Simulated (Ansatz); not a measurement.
Base system: Y in the hcp (Mg type) structure (space group P6_3/mmc, No. 194; a = 3.5994 Å, c = 5.5871 Å).

Computed with DFT with PBEsol, PAW potentials and a 420 eV plane-wave cutoff in Ansatz (a quantum-chemistry and plane-wave program), scalar-relativistic without spin-orbit coupling.

One change was made to it. Results:

```tsv
quantity	base	after
c/a ratio	1.552	1.597
lattice parameter a	3.599 Å	3.458 Å
```

### Question
Which change produced these results?
A. Y → Nb
B. Y → Rb
C. Y → Tl

### Answer
C, Y → Tl. For comparison, the lattice parameter a in the other runs: Y → Nb gives 2.833 Å; Y → Rb gives 4.951 Å.

Stability against distortions was not tested. For Nb and Rb in this form, whether it has been made was not checked. All final runs are without spin polarisation. This is not the structure that Nb has at room temperature and ambient pressure. This is not the structure that Rb has at room temperature and ambient pressure.
